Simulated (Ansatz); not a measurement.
## BP (model structure, started from the BeO type, P4₂/mnm, No. 136, 8 atoms in the cell): properties by level of theory

```json
[
 {"level (code)": "PBE (Ansatz)", "lattice parameter a (Å)": "5.568", "c axis length (Å)": "3.205", "cohesive energy (eV/atom)": "5.16"},
 {"level (code)": "PBEsol (Ansatz)", "lattice parameter a (Å)": "5.532", "c axis length (Å)": "3.187", "cohesive energy (eV/atom)": "5.58"},
 {"level (code)": "r²SCAN (Ansatz)", "lattice parameter a (Å)": "5.552", "c axis length (Å)": "3.197", "cohesive energy (eV/atom)": "5.12"},
 {"level (code)": "r²SCAN+rVV10 (Ansatz)", "lattice parameter a (Å)": "5.543", "c axis length (Å)": "3.193", "cohesive energy (eV/atom)": "5.26"}
]
```

Ansatz's density-functional and Hartree–Fock values are scalar-relativistic unless marked +SOC, with PAW data made under PBE.

Free atoms are spin-polarised, in the lowest state found; at levels without +SOC their spin–orbit coupling is left out.

Computed values are for the static lattice.

A model structure was made by putting elements into a prototype or built by hand; it is no filed structure, need not be a known phase, and can be a saddle point held by its symmetry.

Ansatz is a quantum-chemistry and plane-wave program.
